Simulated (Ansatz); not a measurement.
Consider InP in the zinc blende structure (space group F-43m, No. 216; a = 5.8269 Å). Axes: x, y, z lie along the cube axes.

Level of theory: LDA, PAW, 420 eV (Ansatz, a first-principles code; spin-orbit coupling left out).

It is then changed as follows: biaxial strain −0.42 %, plane normal [111], relaxed out of plane (Cartesian); in-plane vectors clamped, the third vector and the atoms free.

Task: Estimate the effect on the out-of-plane strain and energy relative to the base.

Result: The out-of-plane strain is +0.26 %; the energy increases by 0.4 meV/atom.

Stability against distortions was not tested.
